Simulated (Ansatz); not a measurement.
**Hypothetical P4_2/mnm BAs, pressure series**

Take BAs (space group P4_2/mnm, No. 136; a = 5.889 Å, c = 3.389 Å; a hypothetical phase, not in the database extracts checked) as the base.

Cell and atoms are relaxed at each pressure.

Level of theory: PBE/PAW in Ansatz (a first-principles code), no spin-orbit coupling.

```tsv
pressure (GPa)	volume per atom (Å³/atom)
-2	14.949
0	14.694
0.3	14.658
0.7	14.610
1.5	14.517
3	14.349
5	?
7.5	13.899
10	13.676
```

### Question
Fit the third-order Birch–Murnaghan form P(V) = (3B₀/2)[(V₀/V)^(7/3) − (V₀/V)^(5/3)]·[1 + (3/4)(B₀′ − 4)((V₀/V)^(2/3) − 1)] (squares taken in P) to the rows shown and predict the withheld row.

### Answer
Least squares on the printed values gives V₀ = 14.694 Å³/atom, B₀ = 120 GPa, B₀′ = 4.0; this predicts 14.140 Å³/atom, and the run gives 14.140 Å³/atom, in agreement.

Load acts through the strain it causes; cell and atoms are relaxed under it. Whether these cells are dynamically stable was not tested. Competing high-pressure phases were not computed.
